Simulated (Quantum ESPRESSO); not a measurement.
Quantum ESPRESSO run on CuGaSe₂ (I-42d, 8 atoms in the cell): self-consistent single point.

Level of theory: LDA (PZ), PSlibrary PAW (LDA) pseudopotentials (plane waves; Quantum ESPRESSO).

```
CELL_PARAMETERS angstrom
     -2.77667     2.77667     5.45435
      2.77667    -2.77667     5.45435
      2.77667     2.77667    -5.45435
ATOMIC_POSITIONS crystal
  Ga 0.50000 0.50000 0.00000
  Ga 0.25000 0.75000 0.50000
  Cu 0.00000 0.00000 0.00000
  Cu 0.75000 0.25000 0.50000
  Se 0.87500 0.87500 0.50000
  Se 0.12500 0.62500 0.00000
  Se 0.37500 0.37500 0.50000
  Se 0.62500 0.12500 0.00000
```

Reference input (self-consistent single point, DFT, PBE, plane waves, PSlibrary PAW (PBE) pseudopotentials): ecutwfc = 70 Ry; ecutrho = 420 Ry; occupations = smearing; smearing = fd; degauss = 0.000734986 Ry; K_POINTS = automatic 3 3 3 0 0 0; conv_thr = 1e-09 Ry. This run's input differs from it in these lines:

```diff
@@ -23,5 +23,5 @@
 ATOMIC_SPECIES
-Ga    69.7230  Ga.pbe-dn-kjpaw_psl.1.0.0.UPF
-Cu    63.5460  Cu.pbe-dn-kjpaw_psl.1.0.0.UPF
-Se    78.9710  Se.pbe-n-kjpaw_psl.1.0.0.UPF
+Ga    69.7230  Ga.pz-dn-kjpaw_psl.1.0.0.UPF
+Cu    63.5460  Cu.pz-dn-kjpaw_psl.1.0.0.UPF
+Se    78.9710  Se.pz-n-kjpaw_psl.1.0.0.UPF
 ATOMIC_POSITIONS {crystal}
```

Output (repeated stretches shortened):

```
     Self-consistent Calculation

     iteration #  1     ecut=    70.00 Ry     beta= 0.70

---- Real-time Memory Report at c_bands before calling an iterative solver
           604 MiB given to the printing process from OS
           193 MiB allocation reported by mallinfo(arena+hblkhd)
------------------

     Threshold (ethr) on eigenvalues was too large:
     Diagonalizing with lowered threshold

---- Real-time Memory Report at c_bands before calling an iterative solver
           677 MiB given to the printing process from OS
           238 MiB allocation reported by mallinfo(arena+hblkhd)
------------------

   [... lines left out ...]

---- Real-time Memory Report at c_bands before calling an iterative solver
           723 MiB given to the printing process from OS
           268 MiB allocation reported by mallinfo(arena+hblkhd)
------------------

     total energy              =   -1692.52566997 Ry
     estimated scf accuracy    <          1.9E-09 Ry

     iteration # 12     ecut=    70.00 Ry     beta= 0.70

---- Real-time Memory Report at c_bands before calling an iterative solver
           723 MiB given to the printing process from OS
           268 MiB allocation reported by mallinfo(arena+hblkhd)
------------------
     End of self-consistent calculation

     the Fermi energy is     7.1690 ev

!    total energy              =   -1692.52566993 Ry
     estimated scf accuracy    <          4.8E-10 Ry
     smearing contrib. (-TS)   =      -0.00000003 Ry
     internal energy E=F+TS    =   -1692.52566990 Ry

      -> PAW hartree energy AE =     529.10122237 Ry
      -> PAW hartree energy PS =    -523.92579304 Ry
      -> PAW xc energy AE      =   -1225.45342753 Ry
      -> PAW xc energy PS      =     185.04716893 Ry
      -> total E_H with PAW    =     249.90461093 Ry
      -> total E_XC with PAW   =   -1229.45229599 Ry

     convergence has been achieved in  12 iterations

     Forces acting on atoms (cartesian axes, Ry/au):

     atom    1 type  1   force =     0.00000000    0.00000000    0.00000000
   [... lines left out ...]

     Total force =     0.035255     Total SCF correction =     0.000000

          total   stress  (Ry/bohr**3)                   (kbar)     P=       -4.97
  -0.00003819   0.00000000   0.00000000           -5.62        0.00        0.00
   0.00000000  -0.00003819   0.00000000            0.00       -5.62        0.00
  -0.00000000  -0.00000000  -0.00002498           -0.00       -0.00       -3.67

   JOB DONE.
```

The run converged in 12 iterations. Against the reference run the pressure goes from 5.69 to -0.50 GPa, the largest force goes from 0.395 to 0.453 eV/Å and the gap on the mesh goes from 0.381 to 0.213 eV.

The starting cell has typed, rounded lattice constants, without a prior relaxation at this level. Its lattice was rescaled by a random factor within 2.5 % of one. Spin polarisation is off.

Cost on one core of a shared machine: roughly 2 min.
